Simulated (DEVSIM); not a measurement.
Device: Schottky contact on p-type CdTe, at 350 K.

Layer 1 from the left is CdTe, thickness (μm) 2.30, Na (cm⁻³) 1.1e17, τn (s) 9e-10, τp (s) 9e-10. Layer 2 from the left is CdTe, thickness (μm) 15.0, Na (cm⁻³) 1.4e18, τn (s) 9e-10, τp (s) 9e-10.

Left contact: Schottky, work function 4.8 eV, emission velocity 4.8e6 cm/s. Right contact: ohmic. Voltage is applied to the left contact. Recombination: SRH at mid-gap, radiative. Mobility is μmin + (μ − μmin)/(1 + (N/Nref)^α).

Constants are typed, rounded textbook-type inputs, not results; the design itself was drawn at random and stands for no fabricated device. Values at 300 K; Nc and Nv go as T^1.5, mobilities as T to minus their exponent, the gap by Varshni's rule with the affinity fixed.

CdTe: gap (eV) 1.5, affinity (eV) 4.28, permittivity 10.2, Nc (cm⁻³) 8e17, Nv (cm⁻³) 1.8e19, μn (cm²/Vs) 1000, μp (cm²/Vs) 80, μn,min 100, μp,min 10, Nref,n 1e17, Nref,p 1e17, αn 0.6, αp 0.6, T exponent of μn 1.7, T exponent of μp 1.5, B (cm³/s) 1e-10, Varshni α (eV/K) 0.00031, Varshni β (K) 108.

Model (solved in DEVSIM): 1D drift-diffusion, Boltzmann statistics, complete ionisation; no tunnelling, impact ionisation, image-force lowering or self-heating. Metal contacts follow the ideal Schottky-Mott rule: no Fermi-level pinning, no interface dipoles.

Dark forward current:

```tsv
|V| (V)	|J| (A/cm²)
0.05	5.203e-7
0.10	3.172e-6
0.15	1.677e-5
0.20	8.648e-5
0.25	0.0004433
0.30	0.002265
0.35	0.01152
0.40	0.05823
0.45	0.2910
0.50	1.410
0.55	6.199
0.60	21.27
0.65	51.45
0.70	94.03
0.75	144.4
0.80	199.6
0.85	257.9
0.90	318.3
0.95	380.2
1.00	443.2
1.05	507.1
1.10	571.7
1.15	636.9
1.20	702.5
1.25	768.6
1.30	835.0
```

Task: Work out the local ideality factor n = ΔV / (kT/q · ln(J2/J1)) between the rows 0.15 and 0.20 V, 1.25 and 1.30 V.

Result: kT/q = 30.16 mV. From 0.15 to 0.20 V: ln(8.648e-5/1.677e-5) = 1.640, n = 1.01, near the 1 of diffusion or emission over a barrier. From 1.25 to 1.30 V: ln(835.0/768.6) = 0.083, n = 20.01.

Task: Estimate the current at 0.30 V for emission alone, J0 = q v N_band exp(−φB/kT), and read the barrier back from the simulated current.

Result: φB = 0.965 eV, N_band = 2.27e19 cm⁻³, J0 = 2.18e-7 A/cm²; J = J0 (exp(qV/kT) − 1) = 0.00456 A/cm². The simulation gives 0.00227 A/cm²; the estimate lies 100 % above. Read backwards, the simulated current gives an apparent barrier of 0.987 eV. The estimate leaves out transport through the depletion region and minority injection.
